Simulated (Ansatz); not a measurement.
Ga₃AlAs₄ (model structure, P-4m2, No. 115, 8 atoms in the cell)

Calculation: LDA (plane waves, PAW; Ansatz, a quantum-chemistry and plane-wave program).

Settings: plane-wave cutoff 520 eV, 8×8×4 k mesh (along the axes of the cell as run), Fermi–Dirac smearing 0.01 eV, scalar-relativistic PAW data made under PBE.

Cell (relaxed at this level):

```cif
data_AlAs4Ga3
_chemical_formula_sum 'Ga3 As4 Al1'
_space_group_name_H-M_alt 'P 1'
_space_group_IT_number 1
_cell_length_a 3.96815
_cell_length_b 3.96815
_cell_length_c 11.21194
_cell_angle_alpha 90.000
_cell_angle_beta 90.000
_cell_angle_gamma 90.000
loop_
_space_group_symop_operation_xyz
  'x, y, z'
loop_
_atom_site_label
_atom_site_type_symbol
_atom_site_fract_x
_atom_site_fract_y
_atom_site_fract_z
_atom_site_occupancy
Ga1 Ga 0.00000 0.00000 0.75062 1
As1 As 0.50000 0.00000 0.87535 1
Ga2 Ga 0.50000 0.50000 0.00000 1
As2 As 0.00000 0.50000 0.12465 1
Ga3 Ga 0.00000 0.00000 0.24938 1
As3 As 0.50000 0.00000 0.37453 1
Al1 Al 0.50000 0.50000 0.50000 1
As4 As 0.00000 0.50000 0.62547 1
```

```yaml
band_gap: 0.80 eV (on the SCF k mesh)
bulk_modulus: 74.8 GPa
```

Note: the bulk modulus is −V dP/dV from two relaxed cells at ±2 % in volume; the relaxation could raise the start's symmetry but not lower it, so the cell can be a saddle point.

Spin–orbit coupling is not included.

Static lattice: no zero-point or thermal effects.

The result took very roughly 4 core-minutes.

A model structure was made by putting elements into a prototype or built by hand; it is no filed structure, need not be a known phase, and can be a saddle point held by its symmetry.
